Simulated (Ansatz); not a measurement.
Consider InSb in the zinc blende structure (space group F-43m, No. 216; a = 6.557 Å). Axes: x, y, z lie along the cube axes.

The values are results of Ansatz (a program for electronic structure) r2SCAN, spin-orbit coupling left out, earlier PAW set, not measurements.

Strains are applied to the cell and any free atomic positions relax; under biaxial strain the out-of-plane vector relaxes too; under stress the whole cell relaxes.

One change was made to it. Results:

```json
[
 {"quantity": "energy relative to the base (free energy F)", "base": "0 meV/atom", "after": "+35 meV/atom"},
 {"quantity": "shortest interatomic distance", "base": "2.839 Å", "after": "2.824 Å"}
]
```

Which change produced these results?
A. uniaxial stress, 3 GPa compression along x
B. isotropic strain +2.45 %
C. biaxial strain −4.11 %, plane normal [110], relaxed out of plane
D. strain tensor (xx, yy, zz, yz, xz, xy) = (+0.68, +0.37, +0.21, +0.52, +0.71, −0.04) %

A, uniaxial stress, 3 GPa compression along x. For comparison, the shortest interatomic distance in the other runs: biaxial strain −4.11 %, plane normal [110], relaxed out of plane gives 2.775 Å; strain tensor (xx, yy, zz, yz, xz, xy) = (+0.68, +0.37, +0.21, +0.52, +0.71, −0.04) % gives 2.842 Å; isotropic strain +2.45 % gives 2.909 Å.

Stability under load was not tested beyond the relaxation. All final runs are without spin polarisation.
